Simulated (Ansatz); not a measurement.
Cubic perovskite BaZrO3, treated with LDA in Ansatz (plane waves, PAW).

Settings: plane-wave cutoff 500 eV, 8×8×8 k mesh, gaussian smearing 0.02 eV, scalar-relativistic PAW data made under PBE.

Cell (relaxed at this level):

```cif
data_BaO3Zr
_chemical_formula_sum 'Ba1 Zr1 O3'
_space_group_name_H-M_alt 'P 1'
_space_group_IT_number 1
_cell_length_a 4.14749
_cell_length_b 4.14749
_cell_length_c 4.14749
_cell_angle_alpha 90.000
_cell_angle_beta 90.000
_cell_angle_gamma 90.000
loop_
_space_group_symop_operation_xyz
  'x, y, z'
loop_
_atom_site_label
_atom_site_type_symbol
_atom_site_fract_x
_atom_site_fract_y
_atom_site_fract_z
_atom_site_occupancy
Ba1 Ba 0.00000 0.00000 0.00000 1
Zr1 Zr 0.50000 0.50000 0.50000 1
O1 O 0.50000 0.00000 0.50000 1
O2 O 0.00000 0.50000 0.50000 1
O3 O 0.50000 0.50000 0.00000 1
```

**Question.** Estimate the band gap that the calculation returns.

**Answer.** 
band gap: 3.20 eV (on the SCF k mesh)

Measured, for comparison: band gap 5.3 eV (temperature not stated, no zero-point or thermal correction, first of three measured values (5.3, 4.86, 4.8), our sources range from 4.86 to 5.30; as tabulated in Lindman et al. (2015), arXiv:1503.06612).

Spin–orbit coupling is not included.

Ansatz is a first-principles code.
